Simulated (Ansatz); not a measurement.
Consider a periodic stack without vacuum, rock-salt TaN (1 1 1) on 3C silicon carbide (1 1 1) (film strained to the substrate, faces as cut): substrate slab C6Si6, film N4Ta4, surface cells [[0, -1], [1, -1]] and [[1, 0], [0, 1]], film strained by -0.8 and -0.8 %, faces C/Si and N/Ta as cut (like faces can put a slab off its formula). Its start:

```yaml
crystal:
  lattice:
    - [3.09713, 0.00000, -0.00117]
    - [1.54856, 2.68219, 0.00914]
    - [-0.01065, 0.99388, 26.43560]
  atoms:
    - { symbol: C, position: [0.99401, 0.52215, 0.02508] }
    - { symbol: C, position: [0.33419, 0.81523, 0.12131] }
    - { symbol: C, position: [0.67509, 0.11247, 0.21681] }
    - { symbol: C, position: [0.02296, 0.40911, 0.31246] }
    - { symbol: C, position: [0.38371, 0.69776, 0.40845] }
    - { symbol: C, position: [0.75610, 0.97459, 0.50426] }
    - { symbol: Si, position: [0.99634, 0.49232, 0.09554] }
    - { symbol: Si, position: [0.33752, 0.78862, 0.19246] }
    - { symbol: Si, position: [0.68448, 0.08563, 0.28839] }
    - { symbol: Si, position: [0.04412, 0.37507, 0.38406] }
    - { symbol: Si, position: [0.41365, 0.65622, 0.47910] }
    - { symbol: Si, position: [0.71323, 0.04558, 0.57363] }
    - { symbol: N, position: [0.96700, 0.70679, 0.63294] }
    - { symbol: N, position: [0.32547, 0.99965, 0.72879] }
    - { symbol: N, position: [0.69070, 0.28726, 0.82776] }
    - { symbol: N, position: [0.02631, 0.58555, 0.92484] }
    - { symbol: Ta, position: [0.62710, 0.34468, 0.67925] }
    - { symbol: Ta, position: [0.03167, 0.62859, 0.77776] }
    - { symbol: Ta, position: [0.39266, 0.92553, 0.87782] }
    - { symbol: Ta, position: [0.65873, 0.21418, 0.98177] }
```

The start was prepared with a machine-learned potential, and the result is one local minimum, with the in-plane cell held and forces under 0.04 eV/Å; the film can end far from its bulk form.

The numbers are results of PBE (plane waves to 420 eV, PAW; Ansatz, a program for electronic structure), not measurements. Spin–orbit coupling is left out; the runs are not spin-polarised; PBE gaps are too small against experiment. Its k-point mesh 12×12×1, Fermi–Dirac width 0.05 eV.

Question: Predict the relaxed interface.

Answer: 
- interface area = 8.3 Å²
- period = 26.48 Å
- gaps between the outermost planes at the two interfaces = 1.83 and 1.14 Å
- C–Ta contacts across the interfaces within 1.22 times the sum of covalent radii = 3, mean 2.12 Å
- N–Si contacts across the interfaces within 1.22 times the sum of covalent radii = 1, mean 1.83 Å
- estimate of the barrier = withheld, since the two interfaces are unlike
- slope of the mean potential energy in the substrate = -5.2 MV/cm × e
